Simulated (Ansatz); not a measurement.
## How a calculation on Mo3S4 (R-3, 14 atoms in the cell) responds to its settings

```yaml
crystal:
  lattice:
    - [4.60000, 2.65581, 3.62667]
    - [-4.60000, 2.65581, 3.62667]
    - [0.00000, -5.31162, 3.62667]
  atoms:
    - { symbol: Mo, position: [0.21290, 0.40550, 0.55040] }
    - { symbol: Mo, position: [0.55040, 0.21290, 0.40550] }
    - { symbol: Mo, position: [0.40550, 0.55040, 0.21290] }
    - { symbol: Mo, position: [0.78710, 0.59450, 0.44960] }
    - { symbol: Mo, position: [0.44960, 0.78710, 0.59450] }
    - { symbol: Mo, position: [0.59450, 0.44960, 0.78710] }
    - { symbol: S, position: [0.21711, 0.21711, 0.21711] }
    - { symbol: S, position: [0.78289, 0.78289, 0.78289] }
    - { symbol: S, position: [0.38690, 0.13180, 0.73680] }
    - { symbol: S, position: [0.73680, 0.38690, 0.13180] }
    - { symbol: S, position: [0.13180, 0.73680, 0.38690] }
    - { symbol: S, position: [0.61310, 0.86820, 0.26320] }
    - { symbol: S, position: [0.26320, 0.61310, 0.86820] }
    - { symbol: S, position: [0.86820, 0.26320, 0.61310] }
```

Base run A: Ansatz (a quantum-chemistry and plane-wave program) with PBEsol, default PAW files made with PBE, self-consistent single point.

Its settings: basis.ecutwfc = 420 eV; kpoints.mp_grid.grid = 3 3 3; hamiltonian.xc = pbesol; hamiltonian.pseudopotentials = {kind: paw} (the program's default PAW files); scf.occupations.method = cold; scf.occupations.width = 0.1 eV.

The starting cell comes from a database of published, mostly measured structures (it also holds non-ambient and calculated ones), without a prior relaxation at this level. Spin polarisation is off. In the base run, with a pressure of about -3 GPa the cell is away from its equilibrium volume at this level. Ansatz's pressure includes its estimate of the finite-basis (Pulay) stress.

ΔF is the free energy per atom less that of run A. 

Runs:
- B: scf.mixing.preconditioner: default (the program chose LDOS) → none
- C: scf.mixing.preconditioner: default (the program chose LDOS) → kerker
- D: scf.mixing.preconditioner: default (the program chose LDOS) → kerker_dos
- E: scf.mixing.preconditioner: default (the program chose LDOS) → resta; scf.mixing.eps_inf: default → 10
- F: scf.mixing.preconditioner: default (the program chose LDOS) → ldos
- G: scf.mixing.preconditioner: default (the program chose LDOS) → local_kerker
- H: scf.mixing.preconditioner: default (the program chose LDOS) → kerker; scf.mixing.q_tf: default → 0.2
- I: scf.mixing.preconditioner: default (the program chose LDOS) → kerker; scf.mixing.q_tf: default → 0.5
- J: scf.mixing.preconditioner: default (the program chose LDOS) → kerker; scf.mixing.q_tf: default → 1.5

| run | ΔF (meV/atom) | pressure (GPa) | largest force (eV/Å) | iterations |
|---|---|---|---|---|
| A | 0.00 | -3.36 | 0.624 | 7 |
| B | 0.00 | -3.36 | 0.623 | 9 |
| C | 0.00 | -3.36 | 0.623 | 8 |
| D | 0.00 | -3.36 | 0.623 | 8 |
| E | 0.00 | -3.36 | 0.623 | 8 |
| F | 0.00 | -3.36 | 0.624 | 7 |
| G | 0.00 | -3.36 | 0.623 | 7 |
| H | 0.00 | -3.36 | 0.623 | 9 |
| I | 0.00 | -3.36 | 0.623 | 8 |
| J | 0.00 | -3.36 | 0.623 | 8 |

Runs B, C, D, E, F, G, H, I, J gave the same state as A (within 1 meV/atom).

Keys are those of Ansatz 0.2.
